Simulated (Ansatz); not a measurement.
**C under a change: pressure 1.5 GPa**

Start from C in the graphite type structure (space group P6_3/mmc, No. 194; a = 2.4554 Å, c = 6.6710 Å; layered, stacked along the Cartesian z axis).

Modification: a hydrostatic pressure of 1.5 GPa.

Method: r2SCAN+rVV10, PAW, 500 eV (Ansatz, a first-principles code; spin-orbit coupling left out). Γ-centred 15×15×5 mesh, Fermi–Dirac width 0.05 eV.

```
quantity                             base     changed        shift
-----------------------------  ----------  ----------  -----------
volume per atom                   8.71 Å³     8.43 Å³     -0.28 Å³
density                        2.29 g/cm³  2.37 g/cm³  +0.08 g/cm³
lattice parameter a            4.640 bohr  4.634 bohr  -0.006 bohr
c/a ratio                           2.717       2.639      -0.0774
shortest interatomic distance  2.679 bohr  2.676 bohr  -0.003 bohr
band gap                             zero        zero            –
```

Final structure:

```xyz
4
Lattice="2.4523 0.0000 0.0000 -1.2262 2.1238 0.0000 0.0000 0.0000 6.4729" Properties=species:S:1:pos:R:3 pbc="T T T"
C      0.0000     0.0000     1.6182
C      0.0000     0.0000     4.8547
C      0.0000     1.4159     1.6182
C      1.2262     0.7079     4.8547
```

The mesh was chosen for an insulator and is coarse for the gapless case. Load acts through the strain it causes; cell and atoms are relaxed under it. No phonon test of stability was made.
